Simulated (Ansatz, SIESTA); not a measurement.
# FeNi3 (Pm-3m, 4 atoms in the cell) computed with different codes at matched settings

Relaxation of cell and atoms.

```xyz
4
Lattice="3.5104 0.0000 0.0000 0.0000 3.5104 0.0000 0.0000 0.0000 3.5104" Properties=species:S:1:pos:R:3 pbc="T T T"
Fe     0.0000     0.0000     0.0000
Ni     0.0000     1.7552     1.7552
Ni     1.7552     0.0000     1.7552
Ni     1.7552     1.7552     0.0000
```
Moments meant for the start (each program seeds them in its own way; μB, in the order of the atoms Fe Ni Ni Ni): 4.0 2.0 2.0 2.0.

Shared settings, as Ansatz (a program for electronic structure) writes them: kpoints.mp_grid.grid = 6 6 6; scf.occupations.method = fermi_dirac; scf.occupations.width = 0.0073 Ry. Potentials and cutoffs stand in the table.

```tsv
code	model	final volume (Å³/atom)	size of the net moment (μB/atom)	cutoff
Ansatz	PBE, default PAW files	11.15	1.23	30.9 Ry
SIESTA	GGA PBE, numerical atomic orbitals DZP, PseudoDojo PBE standard norm-conserving potentials (rewritten from UPF to PSML)	10.83	1.23	grid 350 Ry
```

On Ansatz's run: the magnetic order is the one reached from the typed start; others were not searched systematically.

The spread over the programs that give each value: final volume within 0.32 Å³/atom; size of the net moment within 0.00 μB/atom.

SIESTA uses small atom-centred bases, whose incompleteness enters pressures, forces and empty levels differently from a plane-wave cutoff. The programs treat the finite-basis stress differently while the cell relaxes: Ansatz adds an estimate of it.

The starting cell comes from a database of computed structures (which also holds hypothetical and non-ambient phases and stackings), without a prior relaxation at this level.

Keys are those of Ansatz 0.2.
